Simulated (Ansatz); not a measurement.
Results of PBEsol (plane waves, PAW; Ansatz, a first-principles code) for LuAlN2 (model structure, started from the LiGaO2 type, Pna2₁, No. 33, 16 atoms in the cell).

Run with plane-wave cutoff 520 eV, 6×6×8 k mesh (along the axes of the cell as run), Fermi–Dirac smearing 0.01 eV, scalar-relativistic PAW data made under PBE.

Cell (relaxed with PBEsol):

```
CELL_PARAMETERS angstrom
      5.86658     0.00000     0.00000
      0.00000     6.91545     0.00000
      0.00000     0.00000     5.13348
ATOMIC_POSITIONS crystal
  Lu 0.59854 0.87709 0.98451
  Lu 0.40146 0.12291 0.48451
  Lu 0.90146 0.37709 0.48451
  Lu 0.09854 0.62291 0.98451
  Al 0.57305 0.37341 0.00136
  Al 0.42695 0.62659 0.50136
  Al 0.92695 0.87341 0.50136
  Al 0.07305 0.12659 0.00136
  N  0.04989 0.10419 0.36774
  N  0.95011 0.89581 0.86774
  N  0.45011 0.60419 0.86774
  N  0.54989 0.39581 0.36774
  N  0.39533 0.14600 0.91959
  N  0.60467 0.85400 0.41959
  N  0.10467 0.64600 0.41959
  N  0.89533 0.35400 0.91959
```

Task: Give the computed band gap, smallest direct gap on the k points sampled and Γ–Γ gap.

Result: 
band gap: 2.83 eV
smallest direct gap on the k points sampled: 2.88 eV
Γ–Γ gap: 2.96 eV

Note: the relaxation could raise the start's symmetry but not lower it, so the cell can be a saddle point.

Spin–orbit coupling is not included.

Static lattice: no zero-point or thermal effects.

Computing time: about 4 core-minutes (a rough figure).

A model structure was made by putting elements into a prototype or built by hand; it is no filed structure, need not be a known phase, and can be a saddle point held by its symmetry.
